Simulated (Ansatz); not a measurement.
LaAs, pressure series

The parent structure is LaAs in the rock salt structure (space group Fm-3m, No. 225; a = 6.2010 Å; a model cell).

Cell and atoms are relaxed at each pressure.

The values are results of Ansatz (a quantum-chemistry and plane-wave program) r2SCAN, no spin-orbit coupling, not measurements.

**Question.** Only one of these keeps a band gap. Which?
A) pressure 45 GPa
B) pressure −2 GPa
C) pressure 60 GPa
D) pressure 4.2 GPa
E) pressure 9 GPa

**Answer.** B, pressure −2 GPa. Computed: pressure −2 GPa: 0.15 eV; pressure 60 GPa: zero; pressure 4.2 GPa: zero; pressure 9 GPa: zero; pressure 45 GPa: zero

Load acts through the strain it causes; cell and atoms are relaxed under it. No phonon test of stability was made. No other phases were tried under pressure. The final runs are not spin-polarised. The zero or small gap of LaAs can change with the level of theory.
